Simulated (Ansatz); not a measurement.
Start from Al₂O₃ in the corundum structure (space group R-3c, No. 167; a = 4.729 Å, c = 12.892 Å (hexagonal axes)). Axes: x lies along a and z along c of the hexagonal cell.

Level of theory: LDA (Ansatz, a first-principles code; PAW; 420 eV plane waves; spin-orbit coupling left out).

One thing is altered: every lattice vector is shortened by 1.50 %, atoms relaxed at fixed cell.

Problem. Predict the stress tensor and what it implies for the stiffness.

Solution. Stress of the strained cell less that of the base (GPa, compression positive):
```
  13.00    0.00    0.00
   0.00   13.00    0.00
   0.00    0.00   12.35
```

Then B = −ΔP/(ΔV/V₀) with ΔV/V₀ = -0.0443 gives secant stiffness values (nonlinear terms included at this strain): B (at held cell shape, above the free-shape value) ≈ 288 GPa.

As a check, the harmonic strain energy −½ V₀ Δσ:ε is 15 meV/atom; the computed energy rise is 14 meV/atom.

Stability against distortions was not tested.
